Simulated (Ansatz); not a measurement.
The reference is InAs in the zinc blende structure (space group F-43m, No. 216; a = 6.110 Å). Axes: x, y, z lie along the cube axes.

The values are results of Ansatz (an electronic-structure program) r2SCAN, spin-orbit coupling left out, not measurements.

Strains are applied to the cell and any free atomic positions relax; under biaxial strain the out-of-plane vector relaxes too.

One change was made to it. Results:

The energy increases by 0.3 meV/atom; the valence-band top at Γ (three highest levels, from the VBM) becomes 0.00, 0.00, -0.05 eV (base: 0.00, 0.00, 0.00 eV); the valley order (the lowest conduction-band minima on the path, energy above the VBM, named in the base's zone) becomes Γ 0.09 eV; L along [111] 1.24 eV (base: Γ 0.08 eV; L along ⟨111⟩ 1.25 eV); the pressure (mean of the normal stresses, compression positive) goes from zero to 0.26 GPa.

Task: What was done to the base?
A. biaxial strain −2.50 %, plane normal [001], relaxed out of plane
B. biaxial strain −2.00 %, plane normal [001], relaxed out of plane
C. biaxial strain −0.50 %, plane normal [001], relaxed out of plane
D. biaxial strain −1.50 %, plane normal [001], relaxed out of plane

Result: C, biaxial strain −0.50 %, plane normal [001], relaxed out of plane. For comparison, the valley order in the other runs: biaxial strain −1.50 %, plane normal [001], relaxed out of plane gives Γ 0.10 eV; L along [111] 1.22 eV; biaxial strain −2.50 %, plane normal [001], relaxed out of plane gives Γ 0.11 eV; L along [111] 1.18 eV; biaxial strain −2.00 %, plane normal [001], relaxed out of plane gives Γ 0.10 eV; L along [111] 1.20 eV.

The levels and masses belong to the bands next to the band gap. Stability against distortions was not tested.
